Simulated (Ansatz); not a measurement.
The starting structures come from a database of crystals and need not be the phases stable at ambient conditions.

# Evanescent states of K$_{4}$BeAs$_{2}$ (R-3m, 7 atoms a cell, 34.4 Å³ an atom) along the normal of (101)

Computed with r2SCAN (plane waves, PAW; Ansatz, a quantum-chemistry and plane-wave program).

The gap is the functional's own. No spin-orbit coupling. Mid-gap values are those at the computed energy nearest the middle.

Energies count from the valence-band top; κ is the least over a 6×4 mesh across the current.

```json
[
 {"E (eV)": "0.04", "κ (1/Å)": "0.117", "where": "off Γ"},
 {"E (eV)": "0.12", "κ (1/Å)": "0.186", "where": "off Γ"},
 {"E (eV)": "0.20", "κ (1/Å)": "0.215", "where": "off Γ"},
 {"E (eV)": "0.28", "κ (1/Å)": "0.217", "where": "Γ"},
 {"E (eV)": "0.36", "κ (1/Å)": "___", "where": "Γ"},
 {"E (eV)": "0.44", "κ (1/Å)": "___", "where": "Γ"},
 {"E (eV)": "0.52", "κ (1/Å)": "___", "where": "Γ"},
 {"E (eV)": "0.60", "κ (1/Å)": "___", "where": "Γ"},
 {"E (eV)": "0.68", "κ (1/Å)": "___", "where": "Γ"},
 {"E (eV)": "0.76", "κ (1/Å)": "___", "where": "Γ"},
 {"E (eV)": "0.84", "κ (1/Å)": "___", "where": "Γ"},
 {"E (eV)": "0.92", "κ (1/Å)": "___", "where": "Γ"},
 {"E (eV)": "1.00", "κ (1/Å)": "0.143", "where": "Γ"},
 {"E (eV)": "1.08", "κ (1/Å)": "0.126", "where": "Γ"},
 {"E (eV)": "1.16", "κ (1/Å)": "0.104", "where": "Γ"},
 {"E (eV)": "1.24", "κ (1/Å)": "0.073", "where": "Γ"}
]
```

Problem. Some entries are withheld; supply them.

Solution. 
- 0.36, κ (1/Å): 0.213
- 0.44, κ (1/Å): 0.209
- 0.52, κ (1/Å): 0.203
- 0.60, κ (1/Å): 0.197
- 0.68, κ (1/Å): 0.189
- 0.76, κ (1/Å): 0.180
- 0.84, κ (1/Å): 0.170
- 0.92, κ (1/Å): 0.158
